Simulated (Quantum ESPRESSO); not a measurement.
The steps of a band-structure calculation for TePb (Fm-3m, 2 atoms in the cell) with Quantum ESPRESSO.

Level of theory: PBE, PSlibrary ultrasoft (PBE) pseudopotentials (plane waves; Quantum ESPRESSO).

Step 1 (scf):

```fortran
&control
    calculation = 'scf',
    prefix = 'tepb',
    outdir = './tmp',
    pseudo_dir = './',
    tprnfor = .true.,
    tstress = .true.,
/
&system
    ibrav = 2,
    celldm(1) = 12.6057280294,
    nat = 2,
    ntyp = 2,
    ecutwfc = 55,
    ecutrho = 330,
    occupations = 'fixed',
    nbnd = 14,
/
&electrons
    conv_thr = 1.0d-9,
    mixing_beta = 0.7,
/
ATOMIC_SPECIES
Te   127.6000  Te.pbe-n-rrkjus_psl.1.0.0.UPF
Pb   207.2000  Pb.pbe-dn-rrkjus_psl.1.0.0.UPF
ATOMIC_POSITIONS crystal
Te    0.0000000000    0.0000000000    0.0000000000
Pb    0.5000000000    0.5000000000    0.5000000000
K_POINTS automatic
3 3 3  0 0 0
```

Step 2 (bands):

```fortran
&control
    calculation = 'bands',
    prefix = 'tepb',
    outdir = './tmp',
    pseudo_dir = './',
    verbosity = 'high',
/
&system
    ibrav = 2,
    celldm(1) = 12.6057280294,
    nat = 2,
    ntyp = 2,
    ecutwfc = 55,
    ecutrho = 330,
    occupations = 'fixed',
    nbnd = 17,
/
&electrons
    conv_thr = 1.0d-9,
    startingwfc = 'random',
    diago_thr_init = 1.0d-6,
    diagonalization = 'cg',
/
ATOMIC_SPECIES
Te   127.6000  Te.pbe-n-rrkjus_psl.1.0.0.UPF
Pb   207.2000  Pb.pbe-dn-rrkjus_psl.1.0.0.UPF
ATOMIC_POSITIONS crystal
Te    0.0000000000    0.0000000000    0.0000000000
Pb    0.5000000000    0.5000000000    0.5000000000
K_POINTS crystal_b
12
  0.00000000   0.00000000   0.00000000   9  ! G
  0.50000000   0.00000000   0.50000000   5  ! X
  0.50000000   0.25000000   0.75000000   3  ! W
  0.37500000   0.37500000   0.75000000  10  ! K
  0.00000000   0.00000000   0.00000000   8  ! G
  0.50000000   0.50000000   0.50000000   6  ! L
  0.62500000   0.25000000   0.62500000   3  ! U
  0.50000000   0.25000000   0.75000000   7  ! W
  0.50000000   0.50000000   0.50000000   6  ! L
  0.37500000   0.37500000   0.75000000   1  ! K
  0.62500000   0.25000000   0.62500000   3  ! U
  0.50000000   0.00000000   0.50000000   1  ! X
```

Step 3 (bands.x):

```fortran
&bands
    prefix = 'tepb',
    outdir = './tmp',
    filband = 'bands.dat',
    lsym = .false.,
/
```

Output of bands (abridged):

```
     file Te.pbe-n-rrkjus_psl.1.0.0.UPF: wavefunction(s)  5S renormalized
     file Pb.pbe-dn-rrkjus_psl.1.0.0.UPF: wavefunction(s)  6S 5D renormalized

     Atomic positions and unit cell read from directory:
     ./tmp/tepb.save/
     G-vector sticks info
     --------------------
     sticks:   dense  smooth     PW     G-vecs:    dense   smooth      PW
     Sum        1801    1201    349                50701    27581    4279

   [... lines left out ...]
     unit-cell volume          =     500.7763 (a.u.)^3
   [... lines left out ...]
         2        Pb     tau(   2) = (  0.5000000  0.5000000  0.5000000  )

     number of k points=    62
                       cart. coord. in units 2pi/alat
        k(    1) = (   0.0000000   0.0000000   0.0000000), wk =   0.0322581
        k(    2) = (  -0.1111111   0.0000000   0.0000000), wk =   0.0322581
        k(    3) = (  -0.2222222   0.0000000   0.0000000), wk =   0.0322581
   [... 59 lines left out ...]

     Dense  grid:    50701 G-vectors     FFT dimensions: (  54,  54,  54)

     Smooth grid:    27581 G-vectors     FFT dimensions: (  45,  45,  45)

     The potential is recalculated from file :
     ./tmp/tepb.save/charge-density

     Band Structure Calculation
     CG style diagonalization

     ethr =  1.00E-06,  avg # of iterations = 43.2

     End of band structure calculation

          k = 0.0000 0.0000 0.0000 (  3479 PWs)   bands (ev):

   -10.4931 -10.4930 -10.4913 -10.4913 -10.4913  -5.1969   0.2627   5.0877
     5.0877   5.0877  10.0701  10.0701  10.0701  12.1075  12.1075  12.1075
    13.3126

          k =-0.1111 0.0000 0.0000 (  3471 PWs)   bands (ev):

   -10.4936 -10.4928 -10.4915 -10.4907 -10.4907  -5.1661   0.1780   5.0395
     5.0395   5.2424   9.5752  10.0714  10.0714  11.9029  12.2645  12.2645
    13.4920

   [... 60 blocks of this kind left out ...]
```

Output of bands.x (abridged):

```
     Reading xml data from directory:

     ./tmp/tepb.save/
     file Te.pbe-n-rrkjus_psl.1.0.0.UPF: wavefunction(s)  5S renormalized
     file Pb.pbe-dn-rrkjus_psl.1.0.0.UPF: wavefunction(s)  6S 5D renormalized

     G-vector sticks info
     --------------------
     sticks:   dense  smooth     PW     G-vecs:    dense   smooth      PW
     Sum        1801    1201    349                50701    27581    4279

     Reading collected, re-writing distributed wavefunctions
     high-symmetry point:  0.0000 0.0000 0.0000   x coordinate   0.0000
     high-symmetry point: -1.0000 0.0000 0.0000   x coordinate   1.0000
     high-symmetry point: -1.0000 0.5000 0.0000   x coordinate   1.5000
     high-symmetry point: -0.7500 0.7500 0.0000   x coordinate   1.8536
     high-symmetry point:  0.0000 0.0000 0.0000   x coordinate   2.9142
     high-symmetry point: -0.5000 0.5000 0.5000   x coordinate   3.7802
     high-symmetry point: -1.0000 0.2500 0.2500   x coordinate   4.3926
     high-symmetry point: -1.0000 0.5000 0.0000   x coordinate   4.7462
     high-symmetry point: -0.5000 0.5000 0.5000   x coordinate   5.4533
     high-symmetry point: -0.7500 0.7500 0.0000   x coordinate   6.0656
     high-symmetry point: -1.0000 0.2500 0.2500   x coordinate   6.0656
     high-symmetry point: -1.0000 0.0000 0.0000   x coordinate   6.4192

     Plottable bands (eV) written to file bands.dat.gnu
     Bands written to file bands.dat

   JOB DONE.
```

The gap along the path is 0.91 eV.

The starting cell comes from a database of computed structures (which also holds hypothetical and non-ambient phases and stackings), without a prior relaxation at this level. Its lattice was rescaled by a random factor within 2.5 % of one. Spin-orbit coupling is off.
